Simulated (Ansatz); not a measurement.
Mo: response to strain

Base system: Mo in the bcc (W type) structure (space group Im-3m, No. 229; a = 3.1510 Å; relaxed with 0.1 eV smearing). Axes: x, y, z lie along the cube axes.

Strains are applied to the cell and any free atomic positions relax.

Level of theory: Ansatz (an electronic-structure program), r2SCAN, PAW, cutoff 500 eV, scalar-relativistic without spin-orbit coupling.

Notes on the quantities. energy relative to the base: free energy F.

```json
[
 {"uniaxial strain ε_zz (%)": "-3", "energy relative to the base (meV/atom)": "23.0"},
 {"uniaxial strain ε_zz (%)": "-2.5", "energy relative to the base (meV/atom)": "15.8"},
 {"uniaxial strain ε_zz (%)": "-2", "energy relative to the base (meV/atom)": "10.0"},
 {"uniaxial strain ε_zz (%)": "-1.5", "energy relative to the base (meV/atom)": "5.6"},
 {"uniaxial strain ε_zz (%)": "-1", "energy relative to the base (meV/atom)": "?"},
 {"uniaxial strain ε_zz (%)": "-0.5", "energy relative to the base (meV/atom)": "0.6"},
 {"uniaxial strain ε_zz (%)": "0", "energy relative to the base (meV/atom)": "0.0"}
]
```

**Question.** Fit ΔE = Aε² + Bε³ (ε in %) to the rows shown and predict the withheld row.

**Answer.** Least squares on the printed values gives A = 2.40 and B = -0.051 meV/atom (largest residual 0.0 meV/atom); this predicts 2.5 meV/atom, and the run gives 2.4 meV/atom, in agreement.

Stability against distortions was not tested. All final runs are without spin polarisation.
